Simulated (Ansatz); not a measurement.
Consider the following.

```xyz
2
Lattice="3.2460 0.0000 0.0000 0.0000 3.2460 0.0000 0.0000 0.0000 3.2460" Properties=species:S:1:pos:R:3 pbc="T T T"
Zr     1.6230     1.6230     1.6230
Os     0.0000     0.0000     0.0000
```

These are PBEsol, DFPT electron-phonon coupling, linearised Boltzmann equation (plane waves, PAW, scalar-relativistic; Ansatz, a program for electronic structure) values and carry that method's errors. Geometry: relaxed with this functional, without spin-orbit coupling.

**Question.** Predict the intrinsic resistivity at 50 K.

**Answer.** 0.163 μΩ·cm.

**Question.** How long is the mean free path there?

**Answer.** 1250 nm, weighted by the current that each state carries. Wires not much wider than this gain resistivity from their walls.

A metal at this level (no band gap). Only scattering by harmonic phonons is included (no impurities, grain boundaries, electron-electron scattering or thermal expansion). Spin-orbit coupling is left out, which matters with elements this heavy. Halving the electron mesh (28x28x28) moves the resistivity by up to 13 % at 50 K, the mean free path by up to 10 %. Smearing 0.20 eV; phonons on a 4x4x4 q mesh, which this run doesn't test.

Formula and space group known from diffraction (Crystallography Open Database), not checked to be the room-temperature form: ZrOs (Pm-3m).
